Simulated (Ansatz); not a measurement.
## Re under a change: pressure 15 GPa

The reference is Re in the hcp (Mg type) structure (space group P6_3/mmc, No. 194; a = 2.758 Å, c = 4.463 Å).

It is then changed as follows: cell and atoms relaxed at a pressure of 15 GPa.

Calculations: r2SCAN (Ansatz, a quantum-chemistry and plane-wave program; PAW; 500 eV plane waves; without spin-orbit coupling), earlier PAW set. Settings: 19×19×11 k-points, 0.05 eV Fermi–Dirac smearing.

| quantity | base | changed | shift |
|---|---|---|---|
| volume per atom | 14.70 Å³ | 14.18 Å³ | -0.52 Å³ |
| density | 21.04 g/cm³ | 21.81 g/cm³ | +0.77 g/cm³ |
| lattice parameter a | 2.758 Å | 2.725 Å | -0.0324 Å |
| c/a ratio | 1.618 | 1.618 | -0.0005 |
| shortest interatomic distance | 2.741 Å | 2.708 Å | -0.033 Å |
| band gap | zero | zero | – |

Final structure:

```xyz
2
Lattice="2.7253 0.0000 0.0000 -1.3626 2.3602 0.0000 0.0000 0.0000 4.4087" Properties=species:S:1:pos:R:3 pbc="T T T"
Re     0.0000     1.5734     3.3065
Re     1.3626     0.7867     1.1022
```

Cost of the whole job for the changed cell (relaxation, final SCF and bands): very roughly 2.4 core-minutes.

Load acts through the strain it causes; cell and atoms are relaxed under it. Stability against distortions was not tested. Competing high-pressure phases were not computed. The final runs are not spin-polarised.
